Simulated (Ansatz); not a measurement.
Data:

```
Al2O3
1.0
    2.39898     1.36520     4.31612
   -2.33022     1.36520     4.27829
    0.03438    -2.73040     4.29721
Al O
4 6
Direct
  0.64714   0.64872   0.64803
  0.14716   0.14882   0.14791
  0.35286   0.35128   0.35197
  0.85284   0.85118   0.85209
  0.75022   0.44379   0.05596
  0.05554   0.75022   0.44425
  0.24978   0.55621   0.94404
  0.55570   0.94385   0.25044
  0.94446   0.24978   0.55575
  0.44430   0.05615   0.74956
```

No spin polarisation.

Method: LDA (Ansatz, a program for electronic structure, PAW, no spin-orbit coupling). k-mesh 9×9×9 (Γ-centred); smearing 0.05 eV (Fermi–Dirac).

Task: Predict the gap character and electron mass.

Result: The gap character is direct at Γ and the electron mass comes out as 0.43 mₑ along z, 0.39 mₑ across (at Γ).

The cells carry an imposed strain or load. Masses are band curvatures over ±0.01 Å⁻¹ around the edge. No phonon test of stability was made. The cell was made from Al2O3 in the corundum structure (space group R-3c, No. 167) by this change: tensor shear ε_xz = +0.80 %.
